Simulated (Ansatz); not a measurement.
Take Ag in the fcc (Cu type) structure (space group Fm-3m, No. 225; a = 4.105 Å) as the base.

Level of theory: plane-wave PAW DFT at the r2SCAN level (Ansatz, a first-principles code, 500 eV), without spin-orbit coupling.

Before the change:

```
Item        Value
--------  -------
Pressure  0.0 GPa
```

It is then changed as follows: every lattice vector is stretched by 2.64 %; the atoms relax in the strained cell.

Question: What does the calculation give for the energy relative to the base and pressure after the change?

Answer: The energy rises by 31 meV/atom; the pressure goes from zero to -6.4 GPa.

No phonon test of stability was made.
